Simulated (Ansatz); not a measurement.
The reference is CaF$_{2}$ (space group Pmc2_1, No. 26; a = 3.470 Å, b = 4.105 Å, c = 5.876 Å; a cell from a computed database, its experimental status unchecked).

Levels (all Ansatz, a quantum-chemistry and plane-wave program, PAW): PBEsol (420 eV, scalar-relativistic without spin-orbit coupling); r2SCAN (500 eV, spin-orbit coupling left out); HSE06 (420 eV, no SOC).

At the geometry relaxed with PBEsol, these levels gave the following band gaps, in shuffled order: (a) 7.11 eV, (b) 6.32 eV, (c) 8.63 eV.

Question: Match each gap to its level.

Answer: (a) r2SCAN; (b) PBEsol; (c) HSE06.

Single points use the geometry relaxed with PBEsol. HSE06 gaps are upper bounds (no full band path). Stability against distortions was not tested.
